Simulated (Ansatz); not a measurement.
A stack in vacuum: 3 layers of HfO2-1T, started at antiparallel, no shift (facing O atop O, which symmetry holds and which is mostly a maximum against sliding).

These are PBE+D3(BJ) (plane waves to 420 eV, PAW; Ansatz, an electronic-structure program) values and carry that method's errors. Spin–orbit coupling is left out; PBE gaps are too small against experiment. Its k-point mesh 12×12×1, Fermi–Dirac width 0.01 eV. A dipole correction is on.

### Question
Predict its spacing and gap.

### Answer
gap between facing atomic planes: 3.19, 3.19 Å
step of the vacuum level across the stack (top less bottom): 0.00 eV
PBE gap over the mesh and listed points off it: 4.58 eV, indirect (lowest direct gap 4.86 eV)
valence and conduction edges under the vacuum level of the lower face: 7.73 and 3.14 eV
